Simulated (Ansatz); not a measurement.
We consider fluorite PtAl2, described by PBEsol+SOC in Ansatz (plane waves, PAW).

Settings: plane-wave cutoff 520 eV, 16×16×16 k mesh, Fermi–Dirac smearing 0.05 eV, PAW data made under PBE.

Computed points:

| V (Å³/atom) | E − E_lowest (meV/atom) | P (GPa) |
|---|---|---|
| 15.997 | 29.88 | 9.91 |
| 16.337 | 12.79 | 6.24 |
| 16.678 | 3.09 | 2.96 |
| 17.018 | 0.00 | 0.00 |
| 17.358 | 2.86 | -2.65 |
| 17.699 | 11.05 | -5.02 |
| 18.039 | 24.02 | -7.15 |

**Question.** What bulk modulus B0 and pressure derivative B′ does a third-order Birch–Murnaghan fit give?

**Answer.** V0 = 17.018 Å³/atom, B0 = 140 GPa, B′ = 4.4 (fit to the energies at full precision).

The computed numbers hold no vibrational or temperature effects.

Ansatz is a program for electronic structure.
